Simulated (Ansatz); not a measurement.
# TiN under a change: biaxial strain +1.21 %, plane normal [001], relaxed out of plane

The reference is TiN in the rock salt structure (space group Fm-3m, No. 225; a = 4.233 Å). Axes: x, y, z lie along the cube axes.

One thing is altered: tensile biaxial strain of 1.21 % in the plane normal to [001], as in epitaxy on a mismatched substrate; the out-of-plane cell vector and the atoms relax.

Method: r2SCAN in Ansatz (plane waves to 500 eV, PAW, without spin-orbit coupling). Γ-centred 19×19×19 mesh, Fermi–Dirac width 0.05 eV.

| quantity | base | changed | shift |
|---|---|---|---|
| volume per atom | 9.48 Å³ | 9.66 Å³ | +0.18 Å³ |
| space group | Fm-3m (No. 225) | I4/mmm (No. 139) | – |
| shortest interatomic distance | 2.116 Å | 2.105 Å | -0.011 Å |
| energy relative to the base (free energy F) | 0 meV/atom | +5.6 meV/atom | +5.6 meV/atom |
| pressure (mean of the normal stresses, compression positive) | 0.0 GPa | -5.1 GPa | -5.1 GPa |
| band gap | zero | zero | – |
| out-of-plane strain (rough) | – | -0.54 % | – |
| mean in-plane stress (compression positive) (rough) | – | -7.6 GPa | – |

Final structure (turned so that z lies along the plane normal):

```xyz
2
Lattice="3.0290 0.0000 0.0000 0.0000 3.0290 0.0000 1.5145 -1.5145 2.1048" Properties=species:S:1:pos:R:3 pbc="T T T"
N      0.0000     0.0000     0.0000
Ti     3.0290     0.0000     2.1048
```

Cost of the whole job for the changed cell (relaxation, final SCF and bands): about 60 core-seconds (a rough figure).

Without a gap, meshes like the base's 19×19×19 leave anisotropic stresses uncertain by several tenths of a GPa, and small strain energies with them. Whether these cells are dynamically stable was not tested. All final runs are without spin polarisation. An odd electron count without spin: TiN.

Ansatz is an electronic-structure program.
